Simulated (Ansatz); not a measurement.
## GaAs: biaxial strain −2.50 %, plane normal [111], relaxed out of plane

The parent structure is GaAs in the zinc blende structure (space group F-43m, No. 216; a = 5.6590 Å). Axes: x, y, z lie along the cube axes.

Perturbation: compressive biaxial strain of 2.50 % in the plane normal to [111], as in epitaxy on a mismatched substrate; the out-of-plane cell vector and the atoms relax.

Method: PBEsol (Ansatz, an electronic-structure program, PAW, scalar-relativistic without spin-orbit coupling). Settings: 10×10×10 k-points, 0.05 eV Fermi–Dirac smearing.

| quantity | base | changed | shift |
|---|---|---|---|
| volume per atom | 22.65 Å³ | 21.79 Å³ | -0.86 Å³ |
| space group | F-43m (No. 216) | R3m (No. 160) | – |
| shortest interatomic distance | 2.450 Å | 2.412 Å | -0.038 Å |
| energy relative to the base (free energy F) | 0 meV/atom | +15 meV/atom | +15 meV/atom |
| pressure (mean of the normal stresses, compression positive) | 0.00 GPa | 2.95 GPa | +2.95 GPa |
| band gap | 0.42 eV | 0.55 eV | +0.125 eV |
| gap character | direct at Γ | direct at Γ | – |
| valence-band top at Γ (three highest levels, from the VBM) | 0.00, 0.00, 0.00 eV | 0.00, 0.00, -0.35 eV | – |
| valley order (the lowest conduction-band minima on the path, energy above the VBM, named in the base's zone) | Γ 0.42 eV; L along ⟨111⟩ 0.92 eV; a point along ⟨100⟩, about 1.0 Å⁻¹ from Γ 1.32 eV | Γ 0.55 eV; L along [1-11] 0.78 eV; X along [100] 1.06 eV; L along [111] 1.29 eV | – |
| out-of-plane strain | – | +1.20 % | – |
| ratio −ε⊥/ε∥ | – | 0.48 | – |

Cost of the whole job for the changed cell (relaxation, final SCF and bands): around 60 core-seconds (rough).

Whether these cells are dynamically stable was not tested. k-point labels follow each cell's own Brillouin zone.
